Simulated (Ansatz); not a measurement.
The starting structures come from a database of crystals and need not be the phases stable at ambient conditions.

Crystal: Ga2HgTe4 (I-4, not sure to be the ambient phase, 7 atoms a cell, 32.8 Å³ an atom); planes in its conventional cell.

Calculation: r2SCAN (plane waves, PAW; Ansatz, a first-principles code).

The gap is the functional's own, uncorrected, and κ follows it; spin-orbit coupling is left out. Mid-gap values are interpolated between the computed energies.

```tsv
plane	area of the cell (Å²)	mid-gap κ (1/Å)	largest κ in the gap (1/Å)
(001)	38.5	0.12	0.12
(110)	52.3	___	___
```

Question: The slowest decay depends on the direction. Supply the withheld values.

Answer: 
- (110), mid-gap κ (1/Å): 0.08
- (110), largest κ in the gap (1/Å): 0.08
